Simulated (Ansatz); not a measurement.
Defect migration in fcc Pt: interstitial F, neutral cell. Calculation: PBE, PAW (plane waves to 420 eV; Ansatz, an electronic-structure program).

Cell of 32 host sites held at the relaxed PBE lattice; a 2×2×2 k-point mesh shifted by half a step; Fermi-Dirac width 0.10 eV, spin-restricted; finite-size errors left in. Energies are static. Spin-orbit coupling is left out. Sites that were not tried may lie lower.

Barriers: single points on a 4×4×4 k-point mesh shifted by half a step at the bands' geometries (they differ from the bands' own by up to 0.10 eV, and are uncertain by about as much).

Relaxed starting cell (atoms counted from 1):

```
Pt32F
1.0
    7.94000     0.00000     0.00000
    0.00000     7.94000     0.00000
    0.00000     0.00000     7.94000
Pt F
32 1
Cartesian
  0.01194   0.01883   0.01007
 -0.06527  -0.06007   3.99068
 -0.06438   4.00024  -0.06822
  0.01243   3.95097   3.94168
  3.99289  -0.06062  -0.06898
  3.94572   0.01743   3.94392
  3.94572   3.95303   0.00914
  4.17595   4.18382   4.17524
  0.01137   2.00520   1.99594
 -0.06667   1.95804   6.00896
 -0.06503   6.01743   1.94899
  0.01125   5.93970   5.93056
  4.17434   1.77347   1.76474
  3.94604   2.00614   5.93193
  3.94671   5.94093   1.99735
  3.99501   6.01861   6.00949
  1.99904   0.01783   1.99756
  1.95043  -0.05925   6.00933
  1.77097   4.18288   1.76781
  1.99925   3.95254   5.93086
  6.01183  -0.05894   1.94966
  5.93365   0.01952   5.93072
  5.93349   3.95153   1.99669
  6.01263   3.99927   6.00837
  1.99919   2.00718   0.00889
  1.77018   1.77595   4.17433
  1.95037   6.01739  -0.06803
  1.99941   5.94022   3.94334
  6.01131   1.95888  -0.06892
  5.93368   2.00598   3.94159
  5.93410   5.93979   0.01076
  6.01274   6.01784   3.98953
  2.97549   2.97806   2.96970
```

End state 1 differs by these moves (Å; atoms that move under 0.08 Å are left out):

| atom | element | Δx | Δy | Δz |
|---|---|---|---|---|
| 1 | Pt | -0.08 | -0.08 | -0.01 |
| 2 | Pt | 0.08 | 0.08 | -0.01 |
| 3 | Pt | 0.08 | -0.05 | 0.12 |
| 4 | Pt | -0.08 | 0.05 | 0.12 |
| 5 | Pt | -0.05 | 0.08 | 0.12 |
| 6 | Pt | 0.05 | -0.08 | 0.12 |
| 7 | Pt | 0.23 | 0.23 | -0.19 |
| 8 | Pt | -0.23 | -0.23 | -0.19 |
| 10 | Pt | 0.00 | 0.00 | -0.09 |
| 11 | Pt | 0.00 | 0.00 | 0.09 |
| 13 | Pt | 0.00 | 0.00 | 0.46 |
| 16 | Pt | 0.00 | 0.00 | -0.09 |
| 18 | Pt | 0.00 | 0.00 | -0.09 |
| 19 | Pt | 0.00 | 0.00 | 0.46 |
| 21 | Pt | 0.00 | 0.00 | 0.09 |
| 24 | Pt | 0.00 | 0.00 | -0.08 |
| 25 | Pt | -0.23 | -0.23 | -0.19 |
| 26 | Pt | 0.23 | 0.23 | -0.19 |
| 27 | Pt | 0.05 | -0.08 | 0.12 |
| 28 | Pt | -0.05 | 0.08 | 0.12 |
| 29 | Pt | -0.08 | 0.05 | 0.12 |
| 30 | Pt | 0.08 | -0.05 | 0.12 |
| 31 | Pt | 0.08 | 0.08 | -0.01 |
| 32 | Pt | -0.08 | -0.08 | -0.01 |
| 33 | F | 0.00 | 0.00 | -1.95 |

### Question
Give the forward and backward barriers to end state 1 at the level PBE, PAW.

### Answer
forward 0.66 eV, backward 0.66 eV; at the saddle point atom 33 has neighbours 2 Pt at 2.03, 2 Pt at 2.32, 2 Pt at 2.61 Å. The saddle point's order was not checked, and it lies on a symmetry element of the cell, where a band can be held.
